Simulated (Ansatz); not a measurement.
Input and output of a self-consistent single point for CaPbF₆ (I4mm, 8 atoms in the cell) (Ansatz, an electronic-structure program).

Computed with LDA (PW92), default PAW files made with PBE (plane waves; Ansatz).

The change in words: lattice scaled by 0.98; kpoints.mp_grid.grid: 5 5 5 → 12 12 12. Reference geometry:
```xyz
8
Lattice="0.0000 4.3299 4.3299 4.3299 0.0000 4.3299 4.3299 4.3299 0.0000" Properties=species:S:1:pos:R:3 pbc="T T T"
Ca     4.3299     4.3299     4.3799
Pb     0.0000     0.0000     0.0000
F      4.3299     4.3299     6.5825
F      4.3299     4.3299     2.0773
F      6.5825     4.3299     4.3299
F      2.0773     4.3299     4.3299
F      4.3299     6.5825     4.3299
F      4.3299     2.0773     4.3299
```

Reference input (self-consistent single point, DFT, LDA (PW92), plane waves, default PAW files made with PBE): basis.ecutwfc = 420 eV; kpoints.mp_grid.grid = 5 5 5; hamiltonian.xc = lda; hamiltonian.pseudopotentials = {kind: paw} (the program's default PAW files); scf.occupations.method = fermi_dirac; scf.occupations.width = 0.01 eV. This run's input differs from it in these lines:

Ansatz 0.2 input:
```diff
@@ -3,14 +3,14 @@
   lattice:
-    - [0.00000000, 4.32993600, 4.32993600]
-    - [4.32993600, 0.00000000, 4.32993600]
-    - [4.32993600, 4.32993600, 0.00000000]
+    - [0.00000000, 4.24333700, 4.24333700]
+    - [4.24333700, 0.00000000, 4.24333700]
+    - [4.24333700, 4.24333700, 0.00000000]
   atoms:
-    - { symbol: Ca, position_ang: [4.32993600, 4.32993600, 4.37993810] }
+    - { symbol: Ca, position_ang: [4.24333700, 4.24333700, 4.29233906] }
     - { symbol: Pb, position_ang: [0.00000000, 0.00000000, 0.00000000] }
-    - { symbol: F, position_ang: [4.32993600, 4.32993600, 6.58254190] }
-    - { symbol: F, position_ang: [4.32993600, 4.32993600, 2.07733010] }
-    - { symbol: F, position_ang: [6.58254190, 4.32993600, 4.32993600] }
-    - { symbol: F, position_ang: [2.07733010, 4.32993600, 4.32993600] }
-    - { symbol: F, position_ang: [4.32993600, 6.58254190, 4.32993600] }
-    - { symbol: F, position_ang: [4.32993600, 2.07733010, 4.32993600] }
+    - { symbol: F, position_ang: [4.24333700, 4.24333700, 6.45089064] }
+    - { symbol: F, position_ang: [4.24333700, 4.24333700, 2.03578336] }
+    - { symbol: F, position_ang: [6.45089064, 4.24333700, 4.24333700] }
+    - { symbol: F, position_ang: [2.03578336, 4.24333700, 4.24333700] }
+    - { symbol: F, position_ang: [4.24333700, 6.45089064, 4.24333700] }
+    - { symbol: F, position_ang: [4.24333700, 2.03578336, 4.24333700] }
 basis:
@@ -18,3 +18,3 @@
 kpoints:
-  mp_grid: { grid: [5, 5, 5] }
+  mp_grid: { grid: [12, 12, 12] }
 hamiltonian:
```

Output, abridged:

```
SCF iter   1: F=—  HF=-18141.947196 eV  |F-HF|=—  |Δ(HF+E_count)|=         —  Δρ=1.62e-2  dr2=2.90e-1  ethr=1.77e-3  ⟨swp⟩=9.8  Hψ=36172  notcnv=0  defer=1
all-band conjugate gradients solve this SCF's bands
preconditioner: auto → Resta (q_TF=auto, 2.372 Å⁻¹)
SCF iter   2: F=—  HF=-18141.870910 eV  |F-HF|=—  |Δ(HF+E_count)|=   7.63e-2  Δρ=4.90e-3  dr2=1.24e-2  ethr=4.39e-4  ⟨swp⟩=2.6  Hψ=11901  notcnv=0  defer=284
   [... lines left out ...]
SCF iter   5: F=—  HF=-18141.866361 eV  |F-HF|=—  |Δ(HF+E_count)|=   3.76e-6  Δρ=9.08e-5  dr2=8.52e-6  ethr=1.72e-7  ⟨swp⟩=2.1  Hψ=9132  notcnv=0  defer=284
SCF iter   6: F=—  HF=-18141.866482 eV  |F-HF|=—  |Δ(HF+E_count)|=   1.21e-4  Δρ=4.80e-5  dr2=2.43e-6  ethr=1.29e-8  ⟨swp⟩=2.0  Hψ=11515  notcnv=0  defer=284
SCF iter   7: F=—  HF=-18141.866482 eV  |F-HF|=—  |Δ(HF+E_count)|=   2.81e-7  Δρ=7.67e-6  dr2=1.90e-7  ethr=3.69e-9  ⟨swp⟩=2.0  Hψ=10864  notcnv=0  defer=284
SCF iter   8: F=-18141.866483 eV  HF=-18141.866483 eV  |F-HF|=4.52e-8  |Δ(HF+E_count)|=   5.17e-7  Δρ=4.50e-6  dr2=3.44e-8  ethr=1.52e-10  ⟨swp⟩=11.4  Hψ=31386  notcnv=0
SCF 1 converged in 8 iterations: F = -18141.866483 eV  dr2 = 3.44e-8
Free energy (F): -18141.866483 eV
Internal energy: -18141.866483 eV  (E = F + TS)
E sigma→0 (E₀):  -18141.866483 eV
Fermi energy:    0.753999 eV
--- Forces (eV/Å), atoms counted from 1 ---
  atom   1  Ca    -0.00000000     0.00000000    -0.43283890
  atom   2  Pb    -0.00000000     0.00000000     0.21081597
  atom   3  F     -0.00000000     0.00000000    -0.26165747
  atom   4  F      0.00000000     0.00000000     0.51464154
  atom   5  F     -0.41834305     0.00000000    -0.00773415
  atom   6  F      0.41834305     0.00000000    -0.00773415
  atom   7  F      0.00000000    -0.41834305    -0.00773415
  atom   8  F      0.00000000     0.41834305    -0.00773415
--- Stress (GPa, compression-positive) ---
        0.910698       0.000000       0.000000
        0.000000       0.910698       0.000000
        0.000000       0.000000       1.060449
  P = ⅓ Tr σ = 0.9606 GPa (9.606 kbar)
  The stress holds the Pulay correction. Without it, at fixed plane waves, as pw.x and ABINIT print it: P = 0.2998 GPa
```

The run converged in 8 iterations. Against the reference run the free energy goes down by 9.6 meV/atom, the pressure goes from -3.29 to 0.96 GPa, the largest force goes from 0.341 to 0.515 eV/Å and the gap on the mesh goes from 3.511 to 4.086 eV.

The starting cell comes from a database of computed structures (which also holds hypothetical and non-ambient phases and stackings), without a prior relaxation at this level. Its lattice was rescaled by up to half a per cent. One atom was moved a little off its site on purpose. For this run, on top of that: lattice scaled by 0.98. Spin-orbit coupling is off. Ansatz's pressure includes its estimate of the finite-basis (Pulay) stress. Without the estimate this run gives 0.30 GPa.

Cost on one core of a shared machine: roughly 70 s.
